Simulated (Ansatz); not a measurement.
The parent structure is a 9-atom supercell of ZrSe2 in the CdI2 type structure (space group P-3m1, No. 164; a = 3.735 Å, c = 6.032 Å; layered, stacked along the Cartesian z axis) at its relaxed geometry.

All numbers come from Ansatz (a quantum-chemistry and plane-wave program), PBE-D3(BJ), PAW, cutoff 420 eV, no SOC.

One neutral defect a cell, atoms relaxed at fixed cell.

One change was made to it. Results:

The pressure goes from zero to -3.4 GPa; the largest displacement of a host atom from its site in the perfect cell amounts to 0.21 Å.

Question: Name the change that was made.
(A) H interstitial (started 2.58 Å from the nearest host atom), symmetric start
(B) Se vacancy
(C) Se on a Zr site (antisite), symmetric start
(D) Os on a Se site

Answer: D, Os on a Se site. For comparison, the pressure in the other runs: Se on a Zr site (antisite), symmetric start gives 0.6 GPa; Se vacancy gives 0.5 GPa; H interstitial (started 2.58 Å from the nearest host atom), symmetric start gives -1.0 GPa.

The cell is small, so the values are those of an ordered compound at a high defect concentration; dilute-limit values will differ. Defects with a symmetric start kept the site's symmetry and may sit on a saddle; the others started slightly shaken. The final runs are not spin-polarised. Gaps under 0.05 eV, about the width of the smearing, are given as zero.
